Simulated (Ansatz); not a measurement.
## What isotropic strain −4.33 % does to MgSe

Consider MgSe in the rock salt structure (space group Fm-3m, No. 225; a = 5.4733 Å).

The change: every lattice vector is shortened by 4.33 %, atoms relaxed at fixed cell.

Method: plane-wave PAW DFT at the r2SCAN level (Ansatz, a first-principles code, 500 eV), no SOC, earlier PAW set. Settings: 10×10×10 k-points, 0.05 eV Fermi–Dirac smearing.

| quantity | base | changed | shift |
|---|---|---|---|
| volume per atom | 20.50 Å³ | 17.95 Å³ | -2.55 Å³ |
| shortest interatomic distance | 2.737 Å | 2.618 Å | -0.1185 Å |
| energy relative to the base (free energy F) | 0 meV/atom | +82 meV/atom | +82 meV/atom |
| pressure | 0.00 GPa | 11.52 GPa | +11.529 GPa |
| band gap | 2.48 eV | 2.71 eV | +0.23 eV |
| gap character | indirect, Γ → X | indirect, Γ → X | – |
| smallest direct gap | 3.44 eV | 4.48 eV | +1.04 eV |
| width of the top valence band | 2.47 eV | 2.90 eV | +0.435 eV |
| electron mass | 0.48 mₑ along k, 0.25 mₑ across (at X) | 0.50 mₑ along k, 0.25 mₑ across (at X) | – |
| hole mass (degenerate bands, along [100]) | 0.20, 0.80, 0.80 mₑ (at Γ) | 0.22, 0.68, 0.68 mₑ (at Γ) | – |

Final structure:

```yaml
crystal:
  lattice:
    - [0.00000, 2.61814, 2.61814]
    - [2.61814, 0.00000, 2.61814]
    - [2.61814, 2.61814, 0.00000]
  atoms:
    - { symbol: Se, position: [0.00000, 0.00000, 0.00000] }
    - { symbol: Mg, position: [0.50000, 0.50000, 0.50000] }
```

Cost of the whole job for the changed cell (relaxation, final SCF and bands): around 13 core-seconds (rough).

Effective masses come from finite differences of ±0.01 Å⁻¹. Along k means along the line from Γ to the band edge. Whether these cells are dynamically stable was not tested.
